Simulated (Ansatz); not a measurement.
HgTe (P3₁21, No. 152, 6 atoms in the cell; start mp-358; a measured phase of this formula has another space group)

Method: LDA (Ansatz, a program for electronic structure, plane waves, PAW).

Numerical settings: plane-wave cutoff 520 eV, 12×12×4 k mesh (along the axes of the cell as run), Fermi–Dirac smearing 0.01 eV, scalar-relativistic PAW data made under PBE.

Cell (relaxed at this level):

```cif
data_Hg3Te3
_chemical_formula_sum 'Hg3 Te3'
_space_group_name_H-M_alt 'P 1'
_space_group_IT_number 1
_cell_length_a 4.43685
_cell_length_b 4.43685
_cell_length_c 10.06466
_cell_angle_alpha 90.000
_cell_angle_beta 90.000
_cell_angle_gamma 120.000
loop_
_space_group_symop_operation_xyz
  'x, y, z'
loop_
_atom_site_label
_atom_site_type_symbol
_atom_site_fract_x
_atom_site_fract_y
_atom_site_fract_z
_atom_site_occupancy
Hg1 Hg 0.35827 0.35827 0.00000 1
Hg2 Hg 0.64173 0.00000 0.33333 1
Hg3 Hg 0.00000 0.64173 0.66667 1
Te1 Te 0.45091 0.45091 0.50000 1
Te2 Te 0.54909 0.00000 0.83333 1
Te3 Te 0.00000 0.54909 0.16667 1
```

```json
{
 "band_gap": "0.35 eV (on the SCF k mesh)",
 "bulk_modulus": "35.6 GPa"
}
```

Note: the relaxation could not lower the start's symmetry, so the cell can be a saddle point above a distorted one; the bulk modulus is −V dP/dV from two relaxed cells at ±2 % in volume.

Spin–orbit coupling is not included; with these elements it can move the gap by several tenths of an eV or more.

It cost very roughly 10 core-minutes of CPU time.

A start named mp-… is a Materials Project structure, which need not be a measured phase.
